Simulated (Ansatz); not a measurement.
The starting structures come from a database of crystals and need not be the phases stable at ambient conditions.

## Evanescent states of SrHfO3 (I4/mcm, not sure to be the ambient phase, 10 atoms a cell, 13.6 Å³ an atom) along the normal of (100)

Computed with PBEsol (plane waves, PAW; Ansatz, a quantum-chemistry and plane-wave program).

The gap is the functional's own. No spin-orbit coupling. Mid-gap values are interpolated on the energy grid.

Energies count from the valence-band top; κ is the least over a 6×4 mesh across the current.

| E (eV) | κ (1/Å) | where |
|---|---|---|
| 0.10 | 0.099 | Γ |
| 0.28 | 0.156 | Γ |
| 0.47 | 0.193 | Γ |
| 0.67 | 0.221 | Γ |
| 0.85 | 0.242 | Γ |
| 1.04 | 0.260 | Γ |
| 1.24 | 0.274 | Γ |
| 1.43 | 0.285 | Γ |
| 1.61 | 0.294 | Γ |
| 1.80 | 0.301 | Γ |
| 2.00 | 0.305 | Γ |
| 2.19 | 0.308 | Γ |
| 2.38 | 0.309 | Γ |
| 2.56 | 0.307 | Γ |
| 2.75 | 0.304 | Γ |
| 2.94 | 0.298 | Γ |
| 3.13 | 0.289 | Γ |
| 3.33 | 0.277 | Γ |
| 3.52 | 0.261 | Γ |
| 3.71 | 0.240 | Γ |
| 3.90 | 0.174 | Γ |

Task: How thick must the barrier be to attenuate the transmission by 10^4 when the electrodes' Fermi level lies at 2.56 eV, and what attenuation does that film give at 3.33 eV?

Result: d = 4 ln 10 / (2 × 0.307) = 15.0 Å. At 3.33 eV it gives 4 × 0.277/0.307 = 3.6 decades.
